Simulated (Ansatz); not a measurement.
# VSi2 (space group P6_222, No. 180)

```cif
data_Si6V3
_chemical_formula_sum 'V3 Si6'
_space_group_name_H-M_alt 'P 1'
_space_group_IT_number 1
_cell_length_a 4.56609
_cell_length_b 4.56609
_cell_length_c 6.36618
_cell_angle_alpha 90.000
_cell_angle_beta 90.000
_cell_angle_gamma 120.000
loop_
_space_group_symop_operation_xyz
  'x, y, z'
loop_
_atom_site_label
_atom_site_type_symbol
_atom_site_fract_x
_atom_site_fract_y
_atom_site_fract_z
_atom_site_occupancy
V1 V 0.50000 0.00000 0.00000 1
V2 V 0.50000 0.50000 0.33333 1
V3 V 0.00000 0.50000 0.66667 1
Si1 Si 0.16284 0.32568 0.00000 1
Si2 Si 0.83716 0.16284 0.33333 1
Si3 Si 0.67432 0.83716 0.66667 1
Si4 Si 0.83716 0.67432 0.00000 1
Si5 Si 0.16284 0.83716 0.33333 1
Si6 Si 0.32568 0.16284 0.66667 1
```

The values are results of PBE (Ansatz, a first-principles code, PAW, no spin-orbit coupling), not measurements. Γ-centred 12×12×8 mesh, Fermi–Dirac width 0.05 eV.

- Volume per atom: 12.77 Å³
- Density: 4.64 g/cm³
- Band gap: zero
- Total energy: -1395.161 eV/atom (σ→0; compares only within this code and set-up)

No phonon test of stability was made. Starting moments died away, wholly or in part, for the base; another magnetic solution may exist. The final runs are not spin-polarised. An odd electron count without spin: VSi2.
